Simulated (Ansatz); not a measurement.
Start from InP in the zinc blende structure (space group F-43m, No. 216; a = 5.879 Å). Axes: x, y, z lie along the cube axes.

The values are results of PBEsol/PAW in Ansatz (a quantum-chemistry and plane-wave program), no SOC, not measurements.

Strains are applied to the cell and any free atomic positions relax; under stress the whole cell relaxes.

One change was made to it. Results:

| quantity | base | after |
|---|---|---|
| energy relative to the base (free energy F) | 0 meV/atom | +9.4 meV/atom |
| valley order (the lowest conduction-band minima on the path, energy above the VBM, named in the base's zone) | Γ 0.57 eV; L along ⟨111⟩ 1.38 eV; X along ⟨100⟩ 1.65 eV | Γ 0.32 eV; L along [1-1-1] 1.22 eV; X along [001] 1.59 eV; X along [010] 1.78 eV |

Problem. What was done to the base?
A) uniaxial stress, 0.5 GPa compression along x
B) uniaxial strain ε_yy = +3.58 %
C) uniaxial strain ε_zz = +1.82 %

Solution. B, uniaxial strain ε_yy = +3.58 %. For comparison, the valley order in the other runs: uniaxial strain ε_zz = +1.82 % gives Γ 0.44 eV; L along [111] 1.31 eV; X along [010] 1.62 eV; X along [001] 1.72 eV; uniaxial stress, 0.5 GPa compression along x gives Γ 0.54 eV; L along [1-1-1] 1.35 eV; X along [100] 1.56 eV; X along [001] 1.63 eV.

The levels and masses belong to the bands next to the band gap. Stability under load was not tested beyond the relaxation.
